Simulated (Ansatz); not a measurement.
SiO2 (P4₁2₁2, No. 92) was calculated with revPBE in Ansatz (plane waves, PAW).

Run with plane-wave cutoff 520 eV, 8×8×6 k mesh (along the axes of the cell as run), Fermi–Dirac smearing 0.01 eV, scalar-relativistic PAW data made under PBE.

The cell is scaled about its equilibrium volume:

Shape and atoms are relaxed at each volume.

```csv
V (Å³/atom),P (GPa),direct gap at Γ (eV),c (Å),a (Å)
15.201,0.74,5.677,7.073,5.079
15.518,0.35,5.647,7.134,5.109
15.835,-0.01,5.617,7.193,5.140
16.152,-0.35,5.586,7.252,5.170
16.468,-0.67,5.555,7.310,5.200
```

A straight line through the gaps at Γ against ln V gives a volume deformation potential dE_g(Γ)/d ln V of -1.5 eV: the gap at Γ widens under compression.

Note: the cell is over a tenth larger than the published one: the level's own overestimate first of all, though another phase or state, or a fault of the published cell, is possible; the bulk modulus comes from volumes at which shape and atoms were relaxed.

Ansatz is an electronic-structure program.
